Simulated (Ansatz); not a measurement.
**Al₂Cu (I4/mcm, No. 140)**

Method: revPBE in Ansatz (PAW).

Settings: plane-wave cutoff 520 eV, 14×14×14 k mesh, Fermi–Dirac smearing 0.05 eV, no spin polarisation, scalar-relativistic PAW data made under PBE.

Cell (relaxed at this level):

Al2Cu is taken in the tetragonal space group I4/mcm (No. 140), Pearson symbol tI12. Cell: a = 6.093 Å, b = 6.093 Å, c = 4.905 Å, α = 90.00°, β = 90.00°, γ = 90.00°. Al on 8h is coordinated by 4 Cu at 2.602 Å and 1 Al at 2.728 Å and 2 Al at 2.918 Å and 8 Al at 3.120–3.245 Å. Cu on 4a is surrounded by 2 Cu at 2.453 Å and 8 Al at 2.602 Å. (Neighbours: up to the widest gap in distance over summed covalent radii, below 1.35, at either atom.)
(The calculation used a cell of 6 atoms; values per cell refer to that cell.)

```json
{
  "bulk modulus B0": "95.6 GPa",
  "band_gap": "zero (no gap)",
  "pressure derivative B′ of the bulk modulus": "4.5"
}
```

Note: the bulk modulus comes from volumes at which shape and atoms were relaxed.

The computed numbers hold no vibrational or temperature effects.

Ansatz is a first-principles code.
